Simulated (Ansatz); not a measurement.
# Worked sum: energy of one form of Sn over another

Subject: the energy of one form of Sn over another. The value is E(A) − E(B), in meV per atom.

A: Sn (white tin, I4₁/amd), 2 atoms in the cell. Conventional cell: a = b = 5.9452 Å, c = 3.2172 Å, α = β = γ = 90.00°.

B: Sn (grey tin, Fd-3m), 2 atoms in the cell. Conventional cell: a = b = c = 6.657 Å, α = β = γ = 90.00°.

Ansatz (a program for electronic structure) with PAW potentials; structures come from PBE relaxations, nuclei static, no net charge. Ansatz runs with its PAW set soft_1. Other levels take these structures. The lattices are those relaxed with PBE, so at other levels the solids can be strained, which adds to the spread. A dispersion term (D3(BJ), or D4 for r2SCAN) was computed beside these levels and is taken off wherever the name lacks it. The runs are scalar-relativistic, without spin-orbit coupling.

Total energies of the cells in eV, at zero smearing width. They compare only within one column; the weights balance every element.

```csv
cell,atoms,weight,r2SCAN,PBEsol
A: Sn (white tin),2,+1,-12077.15278,-11899.67616
B: Sn (grey tin),2,−1,-12077.39526,-11899.62206
```

r2SCAN: (-12077.15278) − (-12077.39526) = 0.242 eV; dividing by 2 atoms gives 121 meV/atom.

PBEsol: (-11899.67616) − (-11899.62206) = -0.054 eV; dividing by 2 atoms gives -27 meV/atom.

What follows from the r2SCAN value: Against the thermal energy at 300 K, k_BT = 25.9 meV, the difference of 121.2 meV per atom is 4.7 k_BT. To turn the order at 1000 K, where k_BT = 86.2 meV, the higher one would need 1.4 k_B per atom more entropy.
